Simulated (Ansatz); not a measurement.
Base system: GaP in the zinc blende structure (space group F-43m, No. 216; a = 5.451 Å). Axes: x, y, z lie along the cube axes.

Method: r2SCAN (Ansatz, a program for electronic structure), spin-orbit coupling left out.

Base values:

```
Property               Result
-------------------  --------
Pressure             0.00 GPa
Smallest direct gap   2.36 eV
```

Now apply this change: compressive biaxial strain of 2.00 % in the plane normal to [001], as in epitaxy on a mismatched substrate; the out-of-plane cell vector and the atoms relax.

Predict the new out-of-plane strain.

The out-of-plane strain comes out as +1.68 %.

What does the calculation give for the pressure after the change?

The pressure (mean of the normal stresses, compression positive) goes from zero to 2.17 GPa.

Predict the new smallest direct gap.

The smallest direct gap goes up by 0.12 eV to 2.48 eV.

Whether these cells are dynamically stable was not tested.
